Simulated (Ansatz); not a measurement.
KCSN (Pbcm, No. 57), treated with BLYP (Ansatz, a first-principles code, plane waves, PAW).

Run with plane-wave cutoff 520 eV, 6×6×6 k mesh, Fermi–Dirac smearing 0.01 eV, scalar-relativistic PAW data made under PBE.

Cell (relaxed at this level):

```
KCNS
1.0
    6.73262     0.00000     0.00000
    0.00000     7.08375     0.00000
    0.00000     0.00000     7.98224
K C S N
4 4 4 4
Direct
  0.25000   0.19795   0.50000
  0.75000   0.80205   0.00000
  0.75000   0.80205   0.50000
  0.25000   0.19795   0.00000
  0.29035   0.77045   0.75000
  0.20965   0.77045   0.25000
  0.79035   0.22955   0.75000
  0.70965   0.22955   0.25000
  0.10945   0.61394   0.75000
  0.39055   0.61394   0.25000
  0.60945   0.38606   0.75000
  0.89055   0.38606   0.25000
  0.42092   0.88314   0.75000
  0.07908   0.88314   0.25000
  0.92092   0.11686   0.75000
  0.57908   0.11686   0.25000
```

Problem. What does this level give for the bulk modulus, band gap and pressure derivative B′ of the bulk modulus?

Solution. 
- bulk modulus = 10.1 GPa
- band gap = 4.06 eV (direct)
- pressure derivative B′ of the bulk modulus = 10.2

Note: the cell is over a tenth larger than the published one: the level's own overestimate first of all, though another phase or state, or a fault of the published cell, is possible; the bulk modulus comes from volumes at which shape and atoms were relaxed.

The computed numbers hold no vibrational or temperature effects.
